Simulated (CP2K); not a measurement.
A user runs CP2K on GePdS3 (C2/m, 10 atoms in the cell) and asks whether the run is sound. The aim is a self-consistent single point with DFT PBEsol, GPW, DZVP-MOLOPT-SR-GTH basis, GTH-PBE potentials (GTH_POTENTIALS).

The input file:

```
&GLOBAL
  PROJECT bulk
  RUN_TYPE ENERGY_FORCE
  PRINT_LEVEL MEDIUM
&END GLOBAL
&FORCE_EVAL
  METHOD Quickstep
  STRESS_TENSOR ANALYTICAL
  &DFT
    BASIS_SET_FILE_NAME BASIS_MOLOPT
    POTENTIAL_FILE_NAME GTH_POTENTIALS
    &QS
      METHOD GPW
      EPS_DEFAULT 1E-4
    &END QS
    &MGRID
      CUTOFF 500
      REL_CUTOFF 50
      NGRIDS 5
    &END MGRID
    &SCF
      SCF_GUESS ATOMIC
      EPS_SCF 1E-7
      MAX_SCF 100
      ADDED_MOS 14
      &DIAGONALIZATION
        ALGORITHM STANDARD
      &END DIAGONALIZATION
      &MIXING
        METHOD BROYDEN_MIXING
        ALPHA 0.4
        NBUFFER 8
      &END MIXING
    &END SCF
    &KPOINTS
      SCHEME MONKHORST-PACK 5 5 2
      GAMMA_CENTERED T
    &END KPOINTS
    &XC
      &XC_FUNCTIONAL
        &PBE
          PARAMETRIZATION PBESOL
        &END PBE
      &END XC_FUNCTIONAL
    &END XC
    &PRINT
      &MO
        EIGENVALUES T
        OCCUPATION_NUMBERS T
        NDIGITS 8
        FILENAME mo
        &EACH
          QS_SCF 0
        &END EACH
        ADD_LAST NUMERIC
      &END MO
      &MULLIKEN ON
      &END MULLIKEN
    &END PRINT
  &END DFT
  &SUBSYS
    &CELL
      ABC 7.60215300 7.60215334 9.34640731
      ALPHA_BETA_GAMMA 106.74020695 106.74020727 26.46949936
      PERIODIC XYZ
    &END CELL
    &COORD
      SCALED
      Ge       0.08411000     0.08411000     0.30071000
      Ge       0.91589000     0.91589000     0.69929000
      Pd       0.39003000     0.39003000     0.02915000
      Pd       0.60997000     0.60997000     0.97085000
      S        0.62754000     0.62754000     0.45637000
      S        0.37246000     0.37246000     0.54363000
      S        0.17108000     0.17108000     0.14048000
      S        0.82892000     0.82892000     0.85952000
      S        0.92614000     0.92614000     0.20502000
      S        0.07386000     0.07386000     0.79498000
    &END COORD
    &KIND Ge
      BASIS_SET DZVP-MOLOPT-SR-GTH-q4
      POTENTIAL GTH-PBE-q4
    &END KIND
    &KIND Pd
      BASIS_SET DZVP-MOLOPT-SR-GTH-q18
      POTENTIAL GTH-PBE-q18
    &END KIND
    &KIND S
      BASIS_SET DZVP-MOLOPT-SR-GTH-q6
      POTENTIAL GTH-PBE-q6
    &END KIND
  &END SUBSYS
  &PRINT
    &FORCES ON
    &END FORCES
    &STRESS_TENSOR ON
    &END STRESS_TENSOR
  &END PRINT
&END FORCE_EVAL
```

The program printed (abridged):

```
 GLOBAL| Method name                                                        CP2K
 GLOBAL| Project name                                                       bulk
 GLOBAL| Run type                                                   ENERGY_FORCE

   [... lines left out ...]
 BRILLOUIN| List of Kpoints [2 Pi/Bohr]                                       26
 BRILLOUIN| Number           Weight            X              Y              Z
 BRILLOUIN|     1           0.04000       -0.40000       -0.40000        0.00000
 BRILLOUIN|     2           0.04000       -0.40000       -0.40000        0.50000
 BRILLOUIN|     3           0.04000       -0.40000       -0.20000        0.00000
   [... 23 lines left out ...]
 *******************************************************************************

 Extrapolation method: initial_guess

 Re-scaling the density matrix to get the right number of electrons
                  # Electrons              Trace(P)               Scaling factor
                           80                80.000                        1.000

 Number of electrons:                                                         80
 Number of occupied orbitals:                                                 40
 Number of molecular orbitals:                                                54

 Number of orbital functions:                                                154
 Number of independent orbital functions:                                    154
 SCF WAVEFUNCTION OPTIMIZATION

  Step     Update method      Time    Convergence         Total energy    Change
     1 NoMix/Diag. 0.40E+00      -     1.34167481      -323.8893845877 -3.24E+02
     2 Broy./Diag. 0.40E+00      -     0.97111635      -330.2790767515 -6.39E+00
     3 Broy./Diag. 0.40E+00      -     0.36529376      -317.6769845302  1.26E+01
     4 Broy./Diag. 0.40E+00      -     0.10672868      -322.7757224332 -5.10E+00
     5 Broy./Diag. 0.40E+00      -     0.06924536      -324.0972996611 -1.32E+00
     6 Broy./Diag. 0.40E+00      -     0.01309111      -323.1953209363  9.02E-01
   [... 5 lines left out ...]
    12 Broy./Diag. 0.40E+00      -     0.00000981      -323.3007590378 -4.27E-04
    13 Broy./Diag. 0.40E+00      -     0.00000067      -323.3006259470  1.33E-04
    14 Broy./Diag. 0.40E+00      -     0.00000023      -323.3006349560 -9.01E-06
    15 Broy./Diag. 0.40E+00      -     0.00000006      -323.3006388139 -3.86E-06
  *** SCF run converged in    15 steps ***

  Overlap energy of the core charge distribution:               0.00000002748899
  Self energy of the core charge distribution:               -607.64142810335079
  Core Hamiltonian energy:                                    141.62679803811810
  Hartree energy:                                             183.31430419082952
  Exchange-correlation energy:                                -40.60031296698358

  Total energy:                                              -323.30063881389776

                     Mulliken Population Analysis

 #  Atom  Element  Kind  Atomic population                           Net charge
       1     Ge       1          3.817009                              0.182991
   [... lines left out ...]
 STRESS|                        x                   y                   z
 STRESS|      x       -1.77597296294E+04   5.29656236119E+02  -4.06039796971E+03
 STRESS|      y        5.29656236119E+02  -1.96722765998E+04  -9.44634740218E+02
 STRESS|      z       -4.06039796971E+03  -9.44634740218E+02  -2.97014216108E+04
 STRESS| 1/3 Trace                                            -2.23778092800E+04
```

Q: Can these results be used? Check the input.

A: The run is not sound. The fault is a loose overall precision setting. This key sets the screening of integrals and grid mapping; loose values add noise to the density and the energy. To fix it, restore the tighter precision. The run converged in 15 iterations without an error; against the sound input the free energy drops by 27.6 meV/atom, the pressure goes from -0.28 to -2.24 GPa, the largest force goes from 0.430 to 0.552 eV/Å and the gap on the mesh goes from 1.211 to 1.185 eV.

The sound input it was made from differs as follows (other fixes are possible):
```diff
-      EPS_DEFAULT 1E-4
+      EPS_DEFAULT 1E-10
```

With that input, the run converged in 15 iterations: free energy E − TS -8797.1824 eV; top of the valence band (on the code's own zero) 3.87 eV; gap on the k-point mesh 1.21 eV; pressure -0.28 GPa; largest force (vector length) 0.430 eV/Å (DFT PBEsol, GPW, DZVP-MOLOPT-SR-GTH basis, GTH-PBE potentials (GTH_POTENTIALS)).

On the sound input: the starting cell comes from a database of computed structures (which also holds hypothetical and non-ambient phases and stackings), without a prior relaxation at this level. Its lattice was rescaled by a random factor within 2.5 % of one. Values carry the incompleteness of an atom-centred basis. The potentials were made for another functional than the one used.
